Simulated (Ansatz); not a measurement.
An Ansatz (a program for electronic structure) input (PBE (Ansatz, PAW, without spin-orbit coupling)):

Ansatz 0.2 input:
```yaml
crystal:
  lattice:
    - [3.4464620531, 0, 0]
    - [0, 3.4464620531, 0]
    - [0, 0, 3.4464620531]
  atoms:
    - { symbol: B, position: [0, 0, 0] }
    - { symbol: Bi, position: [0.5, 0.5, 0.5] }
basis: { ecutwfc: 420, ecutrho_ratio: 4, xc_grid: 2, fft_grid_basis: typed }
kpoints: { mp_grid: { grid: [17, 17, 17] } }
hamiltonian:
  xc: pbe
  dispersion: none
  pseudopotentials: { kind: paw }
scf: { occupations: { method: fermi_dirac, width: 0.1 }, convergence: { dr2_threshold: 0.0000000002 } }
relax: { f_tol: 0.005, max_steps: 50 }
output: { forces: true, stress: true }
checkpoint: { write: state.ck, write_every: 1000 }
```

Task: Which symmetry and how many k-points will the program report, and about how many plane waves at Γ?

Result: Space group Pm-3m (ITA 221) with 48 operations, k-points 165 of 4913, and 799 plane waves at Γ.

Task: And the final pressure?

Result: -4.63 GPa (compression positive).

The cells carry an imposed strain or load. No phonon test of stability was made. All final runs are without spin polarisation. The cell was made from BiB in the CsCl type structure (space group Pm-3m, No. 221; a hypothetical phase, not in the database extracts checked) by this change: isotropic strain +2.62 %.
